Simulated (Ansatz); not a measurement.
A computed series for Mg2Sn: response to strain

The parent structure is Mg2Sn (space group Fm-3m, No. 225; a = 6.747 Å; relaxed with 0.1 eV smearing). Axes: x, y, z lie along the cube axes.

Strains are applied to the cell and any free atomic positions relax.

All numbers come from plane-wave PAW DFT at the PBEsol level (Ansatz, a quantum-chemistry and plane-wave program, 420 eV), no SOC.

Notes on the quantities. energy relative to the base: free energy F.

```json
[
 {"uniaxial strain ε_zz (%)": "-3", "energy relative to the base (meV/atom)": "5.6"},
 {"uniaxial strain ε_zz (%)": "-2.5", "energy relative to the base (meV/atom)": "?"},
 {"uniaxial strain ε_zz (%)": "-2", "energy relative to the base (meV/atom)": "2.5"},
 {"uniaxial strain ε_zz (%)": "-1.5", "energy relative to the base (meV/atom)": "1.4"},
 {"uniaxial strain ε_zz (%)": "-1", "energy relative to the base (meV/atom)": "0.6"},
 {"uniaxial strain ε_zz (%)": "-0.5", "energy relative to the base (meV/atom)": "0.1"},
 {"uniaxial strain ε_zz (%)": "0", "energy relative to the base (meV/atom)": "0.0"}
]
```

### Question
Fit ΔE = Aε² + Bε³ (ε in %) to the rows shown and predict the withheld row.

### Answer
Least squares on the printed values gives A = 0.618 and B = -0.0015 meV/atom (largest residual 0.1 meV/atom); this predicts 3.9 meV/atom, and the run gives 3.9 meV/atom, in agreement.

Whether these cells are dynamically stable was not tested.
